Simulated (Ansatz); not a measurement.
Base system: TaS2 in the CdI2 type structure (space group P-3m1, No. 164; a = 3.332 Å, c = 5.785 Å; layered, stacked along the Cartesian z axis; relaxed with 0.1 eV smearing).

Method: PBE-D3(BJ), PAW, 420 eV (Ansatz, a first-principles code; spin-orbit coupling left out), earlier PAW set.

For the base:

* **Pressure**: 0.0 GPa

One thing is altered: an isotropic linear strain of −0.75 %, atoms relaxed at fixed cell.

**Question.** How does this affect the pressure?

**Answer.** The pressure (mean of the normal stresses, compression positive) goes from zero to 1.4 GPa.

**Question.** What happens to the largest internal atomic displacement?

**Answer.** The largest internal atomic displacement is 0.020 Å.

**Question.** What does the calculation give for the energy relative to the base after the change?

**Answer.** The energy increases by 1.8 meV/atom.

Whether these cells are dynamically stable was not tested. All final runs are without spin polarisation. An odd electron count without spin: TaS2.
